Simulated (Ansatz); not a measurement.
La (space group P6_3/mmc, No. 194)

Space group P6₃/mmc (No. 194); a = b = 3.661 Å, c = 11.718 Å, α = β = 90.00°, γ = 120.00°

```csv
atom,site,symmetry,x,y,z
La,2a,-3m.,0.0000,0.0000,0.0000
La,2c,-6m2,0.3333,0.6667,0.2500
```

Computed with PBEsol (Ansatz, a program for electronic structure), without spin-orbit coupling, earlier PAW set. Γ-centred 15×15×4 mesh, Fermi–Dirac width 0.05 eV.

- Volume per atom = 34.01 Å³
- Density = 6.78 g/cm³
- Band gap = zero
- Total energy = -6161.471 eV/atom (σ→0; compares only within this code and set-up)

Whether these cells are dynamically stable was not tested.
